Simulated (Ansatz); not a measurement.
**PbI2: 2 layers**

Base system: PbI2 in the CdI2 type structure (space group P-3m1, No. 164; a = 4.4389 Å, c = 6.7413 Å; layered).

Perturbation: a free-standing slab of 2 layers (6 atoms, 3 a layer) is cut normal to the stacking axis, with 15 Å of vacuum and the in-plane cell relaxed.

Method: PBEsol-D3(BJ), PAW, 420 eV (Ansatz, a first-principles code; without spin-orbit coupling). Γ-centred 9×9×1 mesh, Fermi–Dirac width 0.05 eV, for the changed cell.

| quantity | base | changed | shift |
|---|---|---|---|
| shortest interatomic distance | 318.4 pm | 318.7 pm | +0.3 pm |
| band gap | 1.92 eV | 2.29 eV | +0.37 eV |
| gap character | – | indirect, Γ–M (10 % along) → Γ | – |
| electron mass (in plane) | – | 0.23 mₑ (at Γ) | – |
| excess energy per area of both faces (slab less bulk energy over the cell's area: twice a surface energy) | – | 0.36 J/m² | – |
| thickness between the outermost nuclei | – | 10.58 Å | – |
| in-plane lattice parameter a | 443.9 pm | 443.7 pm | -0.2 pm |

Cost of the whole job for the changed cell (relaxation, final SCF and bands): about 2.3 core-minutes (a rough figure).

Slab and bulk use different k-meshes, which limits the precision of the excess energy. With I and Pb present, leaving out spin-orbit coupling can change the band edges. Effective masses come from finite differences of ±0.01 Å⁻¹. Stability against distortions was not tested.
